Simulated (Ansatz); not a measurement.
Checking a run of Ansatz (a quantum-chemistry and plane-wave program) on SrLaCo2O6 (Fm-3m, 10 atoms in the cell). The aim is a self-consistent single point with DFT, LDA (PW92), plane waves, default PAW files made with PBE.

Cell that was meant: a = 5.4319 Å, b = 5.4319 Å, c = 5.4319 Å, α = 60.00°, β = 60.00°, γ = 60.00°.

Part of the input:

Ansatz 0.2 input:
```yaml
  atoms:
    - { symbol: Sr, position_ang: [0.000000, 0.000000, 0.000000] }
    - { symbol: La, position_ang: [3.840968, 3.840968, 3.840968] }
    - { symbol: Co, position_ang: [1.920484, 1.920484, 1.920484] }
    - { symbol: Co, position_ang: [5.761452, 5.761452, 5.761452] }
    - { symbol: O, position_ang: [1.920484, 1.920484, 0.000000] }
    - { symbol: O, position_ang: [1.920484, 1.920484, 3.840968] }
    - { symbol: O, position_ang: [0.000000, 1.920484, 1.920484] }
[...]
hamiltonian:
  xc: lda
  pseudopotentials: { kind: paw }
scf:
  occupations: { method: cold, width: 0.0147 Ry }
output:
  forces: true
```

Output (repeated stretches shortened):

```
WARN basis.ecutwfc = 420 eV, the default
WARN ansatz: RAYON_NUM_THREADS=1 ignored (pool sized by the plan → 1); use --threads N
   [... lines left out ...]
PAW frozen core: O, regenerated for the run's functional, and the local potential with it
Initial density: superposition of atomic densities (neutral atoms: chi_scale 0, normalization atom), corrected by the library's trained network
Initial wavefunctions: pseudopotential atomic-orbital guess
Eigensolver: davidson
Functional: x = slater, c = lda
SCF iter   1: F=—  HF=-22982.700778 eV  |F-HF|=—  |Δ(HF+E_count)|=         —  Δρ=3.07e-2  dr2=9.96e-1  ethr=1.77e-3  ⟨swp⟩=6.3  Hψ=2069  notcnv=0
all-band conjugate gradients solve this SCF's bands
preconditioner: auto → Kerker (q_TF=auto, 2.630 Å⁻¹)
SCF iter   2: F=—  HF=-22982.582063 eV  |F-HF|=—  |Δ(HF+E_count)|=   1.19e-1  S|Δr|=    0.00e0  Δρ=1.46e-2  dr2=2.35e-1  ethr=1.09e-3  ⟨swp⟩=1.7  Hψ=670  notcnv=0  defer=1
   [... lines left out ...]
SCF iter   7: F=—  HF=-22982.556732 eV  |F-HF|=—  |Δ(HF+E_count)|=   3.27e-7  S|Δr|=    0.00e0  Δρ=2.50e-5  dr2=1.91e-6  ethr=5.84e-9  ⟨swp⟩=2.0  Hψ=880  notcnv=0  defer=3
SCF iter   8: F=—  HF=-22982.556731 eV  |F-HF|=—  |Δ(HF+E_count)|=   6.92e-7  S|Δr|=    0.00e0  Δρ=8.72e-6  dr2=1.91e-7  ethr=2.10e-9  ⟨swp⟩=2.0  Hψ=735  notcnv=0  defer=3
SCF iter   9: F=-22982.556731 eV  HF=-22982.556731 eV  |F-HF|=2.80e-8  |Δ(HF+E_count)|=   6.91e-8  S|Δr|=    0.00e0  Δρ=4.41e-6  dr2=3.47e-8  ethr=1.10e-10  ⟨swp⟩=10.0  Hψ=2551  notcnv=0
SCF 1 converged in 9 iterations: F = -22982.556731 eV  dr2 = 3.47e-8
Stability not checked (fill_not_monotonic)
Free energy (F): -22982.556731 eV
Internal energy: -22982.498540 eV  (E = F + TS)
E sigma→0 (E₀):  -22982.537334 eV
Entropy (-TS):   -0.058190 eV (-5.819 meV/atom)
Fermi energy:    11.422821 eV
--- Forces (eV/Å), atoms counted from 1 ---
  atom   1  Sr    -0.00000000     0.00000000     0.00000000
   [... zero for the other atoms too ...]
--- Stress (GPa, compression-positive) ---
      -17.125593       0.000000      -0.000000
        0.000000     -17.125593       0.000000
        0.000000      -0.000000     -17.125593
  P = ⅓ Tr σ = -17.1256 GPa (-171.256 kbar)
  The stress holds the Pulay correction. Without it, at fixed plane waves, as pw.x and ABINIT print it: P = -18.0626 GPa
```

Q: Can these results be used? Check the input.

A: The run is not sound. The fault is no spin polarisation for a cell with magnetic atoms. A run without spin cannot form moments, so any exchange energy of the magnetic state is missed. To fix it, switch spin polarisation on and give starting moments. The run converged in 9 iterations without an error; against the sound input the free energy rises by 63.0 meV/atom, the pressure goes from -15.23 to -17.13 GPa and the net moment of 0.39 μB/atom is absent without spin.

An input that runs soundly differs in these lines (not the only fix; some lines may just follow from the change or write a value another way):
```diff
-    - { symbol: Co, position_ang: [1.920484, 1.920484, 1.920484] }
-    - { symbol: Co, position_ang: [5.761452, 5.761452, 5.761452] }
+    - { symbol: Co, position_ang: [1.920484, 1.920484, 1.920484], spin: 3.0 }
+    - { symbol: Co, position_ang: [5.761452, 5.761452, 5.761452], spin: 3.0 }
+magnetization:
+  spin_polarized: true
```

With that input, the run converged in 16 iterations: free energy E − TS (on the zero of these files) -22983.1871 eV; Fermi level (on the code's own zero) 11.71 eV; pressure -15.23 GPa; size of the cell's spin moment 3.85 μB (DFT, LDA (PW92), plane waves, default PAW files made with PBE).

On the sound input: the starting cell comes from a database of computed structures (which also holds hypothetical and non-ambient phases and stackings), without a prior relaxation at this level. Its lattice was rescaled by a random factor within 2.5 % of one. The magnetic order is the one reached from the typed start; others were not searched systematically. With a pressure of about -15 GPa the cell is away from its equilibrium volume at this level. Ansatz's pressure includes its estimate of the finite-basis (Pulay) stress. Without the estimate this run gives -16.17 GPa.
